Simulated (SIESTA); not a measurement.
Input and output of a self-consistent single point for La (P3m1, 4 atoms in the cell) (SIESTA).

Level of theory: SIESTA 5.4.2 with GGA PBEsol, numerical atomic orbitals DZP, PseudoDojo PBEsol standard norm-conserving potentials (rewritten from UPF to PSML).

```
CELL_PARAMETERS angstrom
      1.87557    -3.24859     0.00000
      1.87557     3.24859     0.00000
      0.00000     0.00000    12.09920
ATOMIC_POSITIONS crystal
  La 0.00000 0.00000 0.50413
  La 0.00000 0.00000 0.00000
  La 0.33333 0.66667 0.25000
  La 0.66667 0.33333 0.75000
```

Reference input (self-consistent single point, DFT, GGA PBEsol, numerical atomic orbitals DZP, PseudoDojo PBEsol standard norm-conserving potentials (rewritten from UPF to PSML)): XC.functional = GGA; XC.authors = PBEsol; potentials = PseudoDojo PBEsol standard; PAO.BasisSize = DZP; PAO.EnergyShift = 0.005 Ry; MeshCutoff = 350 Ry; kgrid.MonkhorstPack = 8 8 2; OccupationFunction = FD; ElectronicTemperature = 100 meV; MaxSCFIterations = 150; SCF.Mixer.Method = Pulay; SCF.Mixer.Weight = 0.25. This run's input differs from it in these lines:

```diff
@@ -29,8 +29,8 @@
 %block kgrid.MonkhorstPack
-    8   0   0  0.0
-    0   8   0  0.0
-    0   0   2  0.0
+   13   0   0  0.0
+    0  13   0  0.0
+    0   0   4  0.0
 %endblock kgrid.MonkhorstPack
 OccupationFunction           FD
-ElectronicTemperature        100.0 meV
+ElectronicTemperature        300.0 meV
```

Log, with long lists cut:

```
        iscf     Eharris(eV)        E_KS(eV)     FreeEng(eV)     dDmax    Ef(eV) dHmax(eV)
   scf:    1    -3791.064175    -3818.709402    -3820.339914  1.681128 -5.425073  2.179629
   scf:    2    -3815.528604    -3817.830499    -3819.482450  0.108614 -5.477920  5.276830
   scf:    3    -3818.845297    -3818.883334    -3820.536736  0.073726 -5.482785  0.992723
   scf:    4    -3818.971654    -3818.941258    -3820.627561  0.076656 -5.564806  0.107439
   scf:    5    -3818.929498    -3818.937894    -3820.625088  0.005417 -5.566527  0.253329
   [... 4 lines left out ...]
   scf:   10    -3818.941148    -3818.941151    -3820.628216  0.000059 -5.564128  0.000099
   scf:   11    -3818.941154    -3818.941152    -3820.628216  0.000014 -5.564120  0.000057
   scf:   12    -3818.941155    -3818.941154    -3820.628216  0.000020 -5.564113  0.000020
   scf:   13    -3818.941155    -3818.941154    -3820.628216  0.000004 -5.564111  0.000006
SCF Convergence by DM+H criterion
max |DM_out - DM_in|         :     0.0000043966
max |H_out - H_in|      (eV) :     0.0000060354
SCF cycle converged after 13 iterations

Using DM_out to compute the final energy and forces

siesta: E_KS(eV) =            -3818.9412

siesta: E_KS - E_eggbox =     -3818.9412

siesta: Atomic forces (eV/Ang):
     1   -0.000000    0.000000   -0.161037
     2   -0.000000    0.000000    0.006846
     3    0.000000   -0.000000    0.067377
     4   -0.000000   -0.000000    0.087020
   Tot   -0.000000   -0.000000    0.000205
   Max    0.161037
   Res    0.056341    sqrt( Sum f_i^2 / 3N )
   Max    0.161037    constrained

Stress tensor Voigt[x,y,z,yz,xz,xy] (kbar):      -12.46      -12.46      -16.01        0.00       -0.00       -0.00
(Free)E + p*V (eV/cell)    -3819.3725
   [... lines left out ...]
siesta: FreeEng =     -3820.628216
   [... lines left out ...]
siesta:    -0.007777   -0.000000   -0.000000
siesta:    -0.000000   -0.007779    0.000000
siesta:    -0.000000    0.000000   -0.009995

siesta: Cell volume =        147.440272 Ang**3

siesta: Pressure (static):
siesta:                Solid            Molecule  Units
siesta:           0.00009276          0.00009251  Ry/Bohr**3
siesta:           0.00851701          0.00849381  eV/Ang**3
siesta:          13.64575727         13.60859180  kBar
```

The run converged in 13 iterations. Against the reference run the free energy goes down by 182 meV/atom, the pressure goes from 0.51 to 1.36 GPa and the largest force moves little (0.160 to 0.161 eV/Å).

The starting cell has typed, rounded lattice constants, without a prior relaxation at this level. Its lattice was rescaled by up to half a per cent. One atom was moved a little off its site on purpose. Values carry the incompleteness of an atom-centred basis.

Cost on one core of a shared machine: roughly 90 s.
